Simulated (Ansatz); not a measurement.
# WSe2, pressure series

Consider WSe₂ in the 2H-MoS2 type structure (space group P6_3/mmc, No. 194; a = 3.279 Å, c = 12.786 Å; layered, stacked along the Cartesian z axis).

Cell and atoms are relaxed at each pressure.

Calculations: PBE-D3(BJ) (Ansatz, a first-principles code, PAW, scalar-relativistic without spin-orbit coupling).

Computed cases, in order: pressure −2 GPa; pressure −1 GPa; 0 GPa (base); pressure 3 GPa; pressure 7 GPa; pressure 15 GPa; pressure 30 GPa; pressure 50 GPa; pressure 75 GPa; pressure 100 GPa.

Q: Between which two neighbouring cases does the band gap open or close?

A: Between pressure 15 GPa (0.33 eV) and pressure 30 GPa (zero). The whole series: pressure −2 GPa: 1.08 eV; pressure −1 GPa: 0.95 eV; 0 GPa (base): 0.87 eV; pressure 3 GPa: 0.71 eV; pressure 7 GPa: 0.56 eV; pressure 15 GPa: 0.33 eV; pressure 30 GPa: zero; pressure 50 GPa: zero; pressure 75 GPa: zero; pressure 100 GPa: zero.

The mesh was chosen for an insulator and is coarse for the gapless case. Spin-orbit coupling, missing from the scalar runs, can matter with W. Load acts through the strain it causes; cell and atoms are relaxed under it. Whether these cells are dynamically stable was not tested. No other phases were tried under pressure. The final runs are not spin-polarised. The zero or small gap of WSe2 under pressure 30 GPa and WSe2 under pressure 50 GPa can change with the level of theory.
